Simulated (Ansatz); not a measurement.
B on the Pt site (B_Pt) in fcc Pt (start: the Pt site; 32-site cell, 6×6×6 shifted sampling), host crystal and elements as references (Δμ(Pt) = 0.00 eV, Δμ(B) = 0.00 eV; B taken from its element, since no compound that bounds it was computed at this level; only phases computed here count, gases as isolated molecules at 0 K). These are PBE, PAW (plane waves to 420 eV; Ansatz, an electronic-structure program) values and carry that method's errors. In charge state 0 (not spin-polarised) the formation energy is 2.20 eV. The crystal has 6.39 × 10^22 Pt sites per cm³. Reference phases: fcc Pt, alpha boron. The relaxation kept the symmetry of the site.

### Question
Estimate the equilibrium concentration at 1300 K in the dilute limit, leaving out vibrational entropy and degeneracy.

### Answer
kT = 0.1120 eV; c = N exp(−E_f / kT) = 6.39 × 10^22 × exp(−19.6) ≈ 2 × 10^14 cm^-3. An error of 0.2 eV in E_f moves this by a factor of 6.
